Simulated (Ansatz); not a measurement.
Band structure of Ba3ZnN2O (P4/mmm, 7 atoms in the cell).

```yaml
crystal:
  lattice:
    - [4.09084, 0.00000, 0.00000]
    - [0.00000, 4.09084, 0.00000]
    - [0.00000, 0.00000, 9.16087]
  atoms:
    - { symbol: Ba, position: [0.00000, 0.00000, 0.21788] }
    - { symbol: Ba, position: [0.00000, 0.00000, 0.78212] }
    - { symbol: Ba, position: [0.50000, 0.50000, 0.50000] }
    - { symbol: Zn, position: [0.50000, 0.50000, 0.00000] }
    - { symbol: N, position: [0.50000, 0.50000, 0.80054] }
    - { symbol: N, position: [0.50000, 0.50000, 0.19946] }
    - { symbol: O, position: [0.00000, 0.00000, 0.50000] }
```

Method: PBEsol, PAW files made with PBE (plane waves; Ansatz, a quantum-chemistry and plane-wave program).

Settings: kpoints.mp_grid.grid = 6 6 3; hamiltonian.xc = pbesol; hamiltonian.pseudopotentials = {kind: paw} (the program's default PAW files); scf.occupations.method = fermi_dirac; scf.occupations.width = 0.0015 Ry; kpoints.band_path.npoints = 8.

The starting cell comes from a database of computed structures (which also holds hypothetical and non-ambient phases and stackings), without a prior relaxation at this level. Its lattice was rescaled by a random factor within 2.5 % of one.

Q: Predict the gap along the standard path and the places of the band edges.

A: The gap along the path is 0.39 eV, direct at A to within 0.01 eV.

Levels in eV from the top of the valence band on the path, bands 26 to 33:
```tsv
point	26	27	28	29	30	31	32	33
Γ	-0.75	-0.75	-0.13	-0.13	0.63	1.07	1.96	2.72
X	-1.80	-1.74	-1.41	-1.20	1.37	2.90	3.37	3.51
M	-1.17	-1.17	-0.17	-0.17	1.34	1.34	1.58	1.58
Z	-0.82	-0.82	-0.03	-0.03	0.70	1.60	2.15	2.41
R	-2.25	-1.90	-1.55	-1.06	1.57	3.01	3.27	3.51
A	-1.26	-1.26	0.00	0.00	0.39	0.39	3.60	3.60
```

Keys are those of Ansatz 0.2.
